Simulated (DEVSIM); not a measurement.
Structure: abrupt GaAs n-p junction, at 300 K.

Layer 1 from the left is GaAs, thickness (μm) 7.00, Nd (cm⁻³) 2.1e17, τn (s) 4.1e-9, τp (s) 4.1e-9. Layer 2 from the left is GaAs, thickness (μm) 7.90, Na (cm⁻³) 2.2e16, τn (s) 4.1e-9, τp (s) 4.1e-9.

Left contact: ohmic. Right contact: ohmic. Voltage is applied to the left contact. Recombination: SRH at mid-gap. Mobility is constant in doping.

Constants are typed, rounded textbook-type inputs, not results; the design itself was drawn at random and stands for no fabricated device. Values at 300 K.

GaAs: gap (eV) 1.424, affinity (eV) 4.07, permittivity 12.9, Nc (cm⁻³) 4.7e17, Nv (cm⁻³) 9e18, μn (cm²/Vs) 8500, μp (cm²/Vs) 400.

Simulated with DEVSIM: 1D drift-diffusion, Boltzmann statistics, complete ionisation; no tunnelling, impact ionisation, image-force lowering or self-heating.

### Question
What does the simulation give for the dark forward voltage at 100 A/cm², the dark forward voltage at 1 A/cm²?

### Answer
dark forward voltage at 100 A/cm² 1.134 V; dark forward voltage at 1 A/cm² 1.004 V.
